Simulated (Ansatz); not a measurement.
Take Lu in the hcp (Mg type) structure (space group P6_3/mmc, No. 194; a = 3.443 Å, c = 5.367 Å; relaxed with 0.1 eV smearing) as the base. Axes: x lies along a and z along c of the hexagonal cell.

Structures relaxed with PBEsol, PAW, 420 eV (Ansatz, a first-principles code; without spin-orbit coupling).

Base:

Simulated powder pattern, Mo Kα, λ = 0.71073 Å (kinematic, ideal powder, no thermal factors, no anomalous dispersion; the 8 strongest lines at most, above 2 %, up to 2θ = 40°):

```csv
2θ (°),I/Imax (%),hkl
13.69,23,(100)
15.22,24,(002)
15.67,100,(101)
20.52,17,(102)
23.82,22,(110)
26.79,24,(103)
28.39,27,(112)
28.64,20,(201)
```

After one change:

Simulated powder pattern, Mo Kα, λ = 0.71073 Å (kinematic, ideal powder, no thermal factors, no anomalous dispersion; the 8 strongest lines at most, above 2 %, up to 2θ = 40°):

```json
[
 {"2θ (°)": "13.62", "I/Imax (%)": "23"},
 {"2θ (°)": "15.26", "I/Imax (%)": "24"},
 {"2θ (°)": "15.62", "I/Imax (%)": "100"},
 {"2θ (°)": "23.70", "I/Imax (%)": "22"},
 {"2θ (°)": "26.80", "I/Imax (%)": "24"},
 {"2θ (°)": "28.31", "I/Imax (%)": "27"},
 {"2θ (°)": "28.51", "I/Imax (%)": "20"},
 {"2θ (°)": "37.41", "I/Imax (%)": "17"}
]
```

Problem. Name the change that was made.
A. biaxial strain −1.00 %, plane normal [001], relaxed out of plane
B. biaxial strain +1.00 %, plane normal [001], relaxed out of plane
C. biaxial strain −0.50 %, plane normal [001], relaxed out of plane
D. biaxial strain +0.50 %, plane normal [001], relaxed out of plane

Solution. D, biaxial strain +0.50 %, plane normal [001], relaxed out of plane. Its volume per atom is 27.76 Å³ against 27.55 Å³, and its space group is P6_3/mmc (No. 194).

No phonon test of stability was made.
